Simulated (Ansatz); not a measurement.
**Rh$_{2}$O$_{3}$ in the corundum structure (space group R-3c, No. 167)**

```yaml
crystal:
  lattice:
    - [2.55447, 1.47482, 4.60725]
    - [-2.55447, 1.47482, 4.60725]
    - [0.00000, -2.94965, 4.60725]
  atoms:
    - { symbol: Rh, position: [0.84934, 0.84934, 0.84934] }
    - { symbol: Rh, position: [0.15066, 0.15066, 0.15066] }
    - { symbol: Rh, position: [0.65066, 0.65066, 0.65066] }
    - { symbol: Rh, position: [0.34934, 0.34934, 0.34934] }
    - { symbol: O, position: [0.04970, 0.45030, 0.75000] }
    - { symbol: O, position: [0.95030, 0.54970, 0.25000] }
    - { symbol: O, position: [0.75000, 0.04970, 0.45030] }
    - { symbol: O, position: [0.25000, 0.95030, 0.54970] }
    - { symbol: O, position: [0.45030, 0.75000, 0.04970] }
    - { symbol: O, position: [0.54970, 0.25000, 0.95030] }
```

All numbers come from PBEsol (Ansatz, a quantum-chemistry and plane-wave program, PAW, spin-orbit coupling left out). Settings: 8×8×8 k-points, 0.05 eV Fermi–Dirac smearing.

The volume per atom is 10.41 Å³. The density comes out as 8.09 g/cm³ and the band gap is 0.63 eV (uncertain: the edges found on the path are not clean extrema). The total energy is -2871.211 eV/atom (σ→0; compares only within this code and set-up).

Whether these cells are dynamically stable was not tested.
